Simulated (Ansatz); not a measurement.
**A computed series for TaC: pressure series**

Start from TaC in the rock salt structure (space group Fm-3m, No. 225; a = 4.476 Å).

Cell and atoms are relaxed at each pressure.

The values are results of PBE/PAW in Ansatz (a quantum-chemistry and plane-wave program), scalar-relativistic without spin-orbit coupling, earlier PAW set, not measurements.

| pressure (GPa) | volume per atom (Å³/atom) |
|---|---|
| -2 | 11.279 |
| 0 | 11.208 |
| 0.9 | 11.178 |
| 2.1 | 11.137 |
| 4.5 | ? |
| 9 | 10.918 |
| 15 | 10.744 |
| 22.5 | 10.545 |
| 30 | 10.362 |

Problem. Fit the third-order Birch–Murnaghan form P(V) = (3B₀/2)[(V₀/V)^(7/3) − (V₀/V)^(5/3)]·[1 + (3/4)(B₀′ − 4)((V₀/V)^(2/3) − 1)] (squares taken in P) to the rows shown and predict the withheld row.

Solution. Least squares on the printed values gives V₀ = 11.208 Å³/atom, B₀ = 325 GPa, B₀′ = 4.1; this predicts 11.058 Å³/atom, and the run gives 11.058 Å³/atom, in agreement.

Load acts through the strain it causes; cell and atoms are relaxed under it. Stability against distortions was not tested. No other phases were tried under pressure. All final runs are without spin polarisation. An odd electron count without spin: TaC.
